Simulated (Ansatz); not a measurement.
Symmetric slabs, relaxed from ideal cuts in 1x1 cells, of elemental solids: surface energy (J/m²) by functional, in Ansatz (plane waves, PAW). All structures are PBE's; the other columns are single points with references at the same level. No spin-orbit coupling, Hubbard U or dispersion. The rows are a random draw from the class, without slabs that broke up, higher cuts of a face and adsorbates that left their site.

```json
[
 {"system": "hcp Be (11-21), ideal cut with outer spacing 0.54 Å", "PBE (J/m²)": "2.47", "r2SCAN (J/m²)": "?"},
 {"system": "hcp Hf (11-21), ideal cut with outer spacing 0.76 Å", "PBE (J/m²)": "1.93", "r2SCAN (J/m²)": "2.11"},
 {"system": "bcc Li (111), ideal cut with outer spacing 0.99 Å", "PBE (J/m²)": "0.54", "r2SCAN (J/m²)": "0.54"},
 {"system": "fcc Pt (100), ideal cut with outer spacing 1.98 Å", "PBE (J/m²)": "1.87", "r2SCAN (J/m²)": "2.10"},
 {"system": "hcp Ru (10-12), ideal cut with outer spacing 1.06 Å", "PBE (J/m²)": "3.07", "r2SCAN (J/m²)": "3.31"},
 {"system": "hcp Ru (0001), ideal cut with outer spacing 2.15 Å", "PBE (J/m²)": "2.62", "r2SCAN (J/m²)": "2.83"},
 {"system": "tetragonal indium (001), ideal cut with outer spacing 2.48 Å", "PBE (J/m²)": "0.31", "r2SCAN (J/m²)": "0.35"},
 {"system": "hcp Re (0001), ideal cut with outer spacing 2.24 Å", "PBE (J/m²)": "2.63", "r2SCAN (J/m²)": "2.77"}
]
```

Problem. Fit a straight line y = a·x + b by least squares to the 7 complete rows (x: PBE (J/m²); y: r2SCAN (J/m²)).

Solution. the means are x̄ = 1.8529 and ȳ = 2.0014; Σ(x − x̄)² = 6.7841 and Σ(x − x̄)(y − ȳ) = 7.3023, so a = 1.076 and b = ȳ − a·x̄ = 0.007. The largest residual is 0.080.

Problem. What does the line predict for the withheld row, hcp Be (11-21), ideal cut with outer spacing 0.54 Å, and what did the calculation give?

Solution. the line gives 2.67; the calculation gave 2.56, a miss of -0.11, larger than any residual of the fitted rows.

Ansatz is a program for electronic structure.
